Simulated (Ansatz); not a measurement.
For C (model structure, started from the bcc type, Im-3m, No. 229, 1 atom in the cell), LDA (Ansatz, an electronic-structure program, plane waves, PAW) gives:

lattice constant a: 2.327 Å
bulk modulus: 221 GPa
cohesive energy: 4.59 eV/atom

Task: What does r²SCAN in Ansatz (plane waves, PAW) give for the same quantities?

Result: 
- lattice constant a: 2.387 Å (goes up by 2.6 %)
- bulk modulus: 182 GPa (falls by 18 %)
- cohesive energy: 2.99 eV/atom (falls by 1.60 eV/atom)

Changes are worked out from the printed values.

Unless a cell is named, each level is at its own relaxed cell (LDA 6.30, r²SCAN 6.80 Å³/atom).

Caveats: the bulk modulus is −V dP/dV from two relaxed cells at ±2 % in volume (LDA, r²SCAN). Ansatz's density-functional and Hartree–Fock values are scalar-relativistic unless marked +SOC, with PAW data made under PBE.

A model structure was made by putting elements into a prototype or built by hand; it is no filed structure, need not be a known phase, and can be a saddle point held by its symmetry.
